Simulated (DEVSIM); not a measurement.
Device: Ru/SiO2/n-Si capacitor, at 300 K.

```csv
layer (left to right),material,thickness (nm),Nd (cm⁻³)
1,SiO2,19.0,-
2,Si,13000,1.9e15
```

Metal gate on the left, work function 4.7 eV. Fixed charge at the semiconductor interface -3.6e10 cm⁻² (in units of +e); interface traps 1e10 cm⁻² eV⁻¹, uniform in energy, neutral level at 0.5 of the gap above the valence band.

This is a model device: material constants are rounded textbook-type values typed into the input, and sizes, dopings and lifetimes were drawn at random. Values at 300 K.

```csv
parameter,SiO2,Si
gap (eV),9,1.124
affinity (eV),0.9,4.05
permittivity,3.9,11.7
Nc (cm⁻³),-,2.86e19
Nv (cm⁻³),-,3.1e19
```

Model (solved in DEVSIM): 1D Poisson equation in equilibrium, Boltzmann statistics, complete ionisation; no quantum confinement or tunnelling. Metal contacts follow the ideal Schottky-Mott rule: no Fermi-level pinning, no interface dipoles.

Problem. Give the band bending (positive: bands bend down) and minority sheet density.

Solution. 
| Vg (V) | ψs (V) | minority carriers (cm⁻²) |
|---|---|---|
| -2.5 | -0.858 | 2.2e12 |
| -2.2 | -0.851 | 1.9e12 |
| -1.9 | -0.841 | 1.6e12 |
| -1.6 | -0.830 | 1.2e12 |
| -1.3 | -0.816 | 9.0e11 |
| -1 | -0.797 | 5.9e11 |
| -0.7 | -0.766 | 2.8e11 |
| -0.4 | -0.691 | 3.0e10 |
| -0.1 | -0.443 | < 1e8 |
| 0.2 | -0.180 | < 1e8 |
| 0.5 | 0.036 | < 1e8 |
| 0.8 | 0.124 | < 1e8 |
| 1.1 | 0.161 | < 1e8 |
| 1.4 | 0.184 | < 1e8 |
| 1.7 | 0.200 | < 1e8 |
| 2 | 0.212 | < 1e8 |
| 2.3 | 0.222 | < 1e8 |
